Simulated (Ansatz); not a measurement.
```yaml
crystal:
  lattice:
    - [0.00000, 2.19327, 2.19327]
    - [2.19327, 0.00000, 2.19327]
    - [2.19327, 2.19327, 0.00000]
  atoms:
    - { symbol: C, position: [0.75000, 0.75000, 0.75000] }
    - { symbol: Si, position: [0.00000, 0.00000, 0.00000] }
```

No spin polarisation.

All numbers come from PBE (Ansatz, a quantum-chemistry and plane-wave program; PAW; 420 eV plane waves; no spin-orbit coupling). Γ-centred 13×13×13 mesh, Fermi–Dirac width 0.05 eV.

Question: Predict the smallest direct gap, electron mass, hole mass and gap character.

Answer: The smallest direct gap comes out as 4.53 eV. The electron mass is 0.68 mₑ along k, 0.23 mₑ across (at X) and the hole mass (degenerate bands, along [100]) is 0.36, 0.59, 0.59 mₑ (at Γ). The gap character is indirect, Γ → X.

Load acts through the strain it causes; cell and atoms are relaxed under it. Masses are band curvatures over ±0.01 Å⁻¹ around the edge. Along k means along the line from Γ to the band edge. Stability against distortions was not tested. The cell was made from SiC in the zinc blende structure (space group F-43m, No. 216) by this change: pressure −1 GPa.
